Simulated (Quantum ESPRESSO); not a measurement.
The steps of a band-structure calculation for Zr2NiS4 (Cm, 7 atoms in the cell) with Quantum ESPRESSO.

Level of theory: PBEsol, GBRV 1.5 ultrasoft (PBESOL) pseudopotentials (plane waves; Quantum ESPRESSO 7.5).

Step 1 (scf):

```fortran
&CONTROL
    calculation = 'scf'
    prefix = 'pwscf'
    outdir = './work'
    pseudo_dir = './'
    tprnfor = .true.
    tstress = .true.
/
&SYSTEM
    ibrav = 0
    celldm(1) = 12.97814728
    nat = 7
    ntyp = 3
    ecutwfc = 50
    ecutrho = 400
    occupations = 'smearing'
    smearing = 'marzari-vanderbilt'
    degauss = 0.0099958
/
&ELECTRONS
    conv_thr = 1.0e-11
    mixing_beta = 0.4
/
ATOMIC_SPECIES
Zr    91.2240  zr_pbesol_v1.uspp.F.UPF
Ni    58.6934  ni_pbesol_v1.4.uspp.F.UPF
S     32.0600  s_pbesol_v1.4.uspp.F.UPF
ATOMIC_POSITIONS {angstrom}
Zr    5.10902313    0.00000000    2.81062878
Zr   10.20878425    0.00000000    5.49667876
Ni    2.31604921    0.00000000    3.64376340
S     5.39965746    0.00000000    5.32674306
S     0.29104933    0.00000000    2.56957657
S     4.80942752    0.00000000    0.24754763
S     9.89513930    0.00000000    2.94903117
K_POINTS {automatic}
3 3 2  0 0 0
CELL_PARAMETERS {alat}
   0.96330091    -0.26842383     0.00000000
   0.96330091     0.26842383     0.00000000
  -0.43786385     0.00000000     0.80836493
```

Step 2 (bands):

```fortran
&CONTROL
    calculation = 'bands'
    prefix = 'pwscf'
    outdir = './work'
    pseudo_dir = './'
    verbosity = 'high'
/
&SYSTEM
    ibrav = 0
    celldm(1) = 12.97814728
    nat = 7
    ntyp = 3
    ecutwfc = 50
    ecutrho = 400
    occupations = 'smearing'
    smearing = 'marzari-vanderbilt'
    degauss = 0.0099958
    nbnd = 42
/
&ELECTRONS
    conv_thr = 1.0e-11
    startingwfc = 'random'
    diago_thr_init = 1.0d-6
    diagonalization = 'cg'
/
ATOMIC_SPECIES
Zr    91.2240  zr_pbesol_v1.uspp.F.UPF
Ni    58.6934  ni_pbesol_v1.4.uspp.F.UPF
S     32.0600  s_pbesol_v1.4.uspp.F.UPF
ATOMIC_POSITIONS {angstrom}
Zr    5.10902313    0.00000000    2.81062878
Zr   10.20878425    0.00000000    5.49667876
Ni    2.31604921    0.00000000    3.64376340
S     5.39965746    0.00000000    5.32674306
S     0.29104933    0.00000000    2.56957657
S     4.80942752    0.00000000    0.24754763
S     9.89513930    0.00000000    2.94903117
K_POINTS {crystal_b}
11
  0.00000000   0.50000000   0.00000000   9  ! X
  0.00000000   0.00000000   0.00000000   6  ! G
  0.00000000   0.00000000  -0.50000000   1  ! Y
  0.00000000   0.50000000  -0.50000000  10  ! L
  0.00000000   0.00000000   0.00000000   6  ! G
 -0.50000000  -0.50000000   0.50000000   1  ! Z
 -0.50000000   0.00000000   0.50000000  10  ! N
  0.00000000   0.00000000   0.00000000   5  ! G
 -0.50000000  -0.50000000   0.00000000   1  ! M
 -0.50000000   0.00000000   0.00000000   9  ! R
  0.00000000   0.00000000   0.00000000   1  ! G
CELL_PARAMETERS {alat}
   0.96330091    -0.26842383     0.00000000
   0.96330091     0.26842383     0.00000000
  -0.43786385     0.00000000     0.80836493
```

Step 3 (bands.x):

```fortran
&BANDS
    prefix = 'pwscf'
    outdir = './work'
    filband = 'bands.dat'
    lsym = .false.
/
```

Output of bands (abridged):

```
     Atomic positions and unit cell read from directory:
     ./work/pwscf.save/

     Message from routine setup:
     using ibrav=0 with symmetry is DISCOURAGED, use correct ibrav instead
     G-vector sticks info
     --------------------
     sticks:   dense  smooth     PW     G-vecs:    dense   smooth      PW
     Sum        2785    1387    399               123409    43635    6781

     bravais-lattice index     =            0
   [... lines left out ...]
     unit-cell volume          =     913.8157 (a.u.)^3
   [... lines left out ...]

     Smooth grid:    43635 G-vectors     FFT dimensions: (  60,  60,  54)

     The potential is recalculated from file :
     ./work/pwscf.save/charge-density

     negative rho (up, down):  1.257E-01 0.000E+00

     Band Structure Calculation
     CG style diagonalization

     ethr =  1.00E-06,  avg # of iterations = 38.1

     End of band structure calculation

          k = 0.2595 0.9314 0.1406 (  5464 PWs)   bands (ev):

   -92.9026 -53.5541 -53.4798 -53.3995 -39.6551 -39.5108 -17.8547 -17.7756
   -17.7189 -17.6988 -17.6258 -17.5882  -3.6575  -3.0320  -2.6976  -2.2704
     3.4391   4.8525   5.0040   5.2148   5.3812   5.5469   5.9103   6.1928
     6.5330   6.7697   6.9611   7.2010   8.1448   8.3537   8.6067   8.8098
     8.9192  11.1548  11.3140  11.3895  12.0388  12.4122  12.5620  13.3786
    13.6998  14.4382

          k = 0.2307 0.8279 0.1250 (  5457 PWs)   bands (ev):

   -92.9026 -53.5541 -53.4798 -53.3995 -39.6553 -39.5110 -17.8496 -17.7784
   -17.7198 -17.6947 -17.6264 -17.5855  -3.6786  -3.0394  -2.7039  -2.2722
     3.4778   4.8462   5.0292   5.1775   5.3902   5.5737   5.8804   6.2013
     6.5300   6.7544   6.9595   7.2508   8.1430   8.3737   8.5973   8.8147
     8.9648  11.0908  11.3458  11.4272  12.0020  12.3647  12.5717  13.3226
    13.7674  14.4015

   [... 57 blocks of this kind left out ...]
```

Output of bands.x (abridged):

```
     Reading xml data from directory:

     ./work/pwscf.save/

     G-vector sticks info
     --------------------
     sticks:   dense  smooth     PW     G-vecs:    dense   smooth      PW
     Sum        2785    1387    399               123409    43635    6781

     negative rho (up, down):  1.257E-01 0.000E+00
     Reading collected, re-writing distributed wavefunctions
     high-symmetry point:  0.2595 0.9314 0.1406   x coordinate   0.0000
     high-symmetry point:  0.0000 0.0000 0.0000   x coordinate   0.9770
     high-symmetry point:  0.0000 0.0000-0.6185   x coordinate   1.5955
     high-symmetry point:  0.2595 0.9314-0.4780   x coordinate   1.5955
     high-symmetry point:  0.0000 0.0000 0.0000   x coordinate   2.6741
     high-symmetry point: -0.5190 0.0000 0.3374   x coordinate   3.2931
     high-symmetry point: -0.2595 0.9314 0.4780   x coordinate   3.2931
     high-symmetry point:  0.0000 0.0000 0.0000   x coordinate   4.3717
     high-symmetry point: -0.5190 0.0000-0.2812   x coordinate   4.9620
     high-symmetry point: -0.2595 0.9314-0.1406   x coordinate   4.9620
     high-symmetry point:  0.0000 0.0000 0.0000   x coordinate   5.9390

     Plottable bands (eV) written to file bands.dat.gnu
     Bands written to file bands.dat

   JOB DONE.
```

The starting cell comes from a database of computed structures (which also holds hypothetical and non-ambient phases and stackings), without a prior relaxation at this level. Spin polarisation is off, so a magnetic state, if there is one, cannot be reached.
